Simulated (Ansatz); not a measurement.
CsCl-type CoGa, treated with r²SCAN+rVV10 (Ansatz, an electronic-structure program, PAW).

Numerical settings: plane-wave cutoff 560 eV, 20×20×20 k mesh, Fermi–Dirac smearing 0.05 eV, no spin polarisation, scalar-relativistic PAW data made under PBE.

Computed at the level's own relaxed cell.

Q: Estimate the equilibrium volume per atom, bulk modulus, equilibrium lattice constant a and pressure derivative B′ of the bulk modulus that the calculation returns.

A: 
* **equilibrium volume per atom**: 11.40 Å³/atom
* **bulk modulus**: 208 GPa
* **equilibrium lattice constant a**: 2.835 Å
* **pressure derivative B′ of the bulk modulus**: 4.6

The run finds no gap.

Measured, for comparison: lattice constant a 2.878 Å (temperature not stated, copied from a table, unchecked, not corrected to a static lattice; as tabulated in Monatshefte fuer Chemie und verwandte Teile anderer Wissenschaften 123, 509 (1992)). Computed (rounded) less measured: lattice constant a not scored (unchecked). A static lattice is as a rule a little smaller and stiffer than an uncorrected measurement, which narrows the difference in the lattice constant a and would widen misses of the other sign.

Static lattice: no zero-point or thermal effects.

Computing time: around 100 core-seconds (rough).
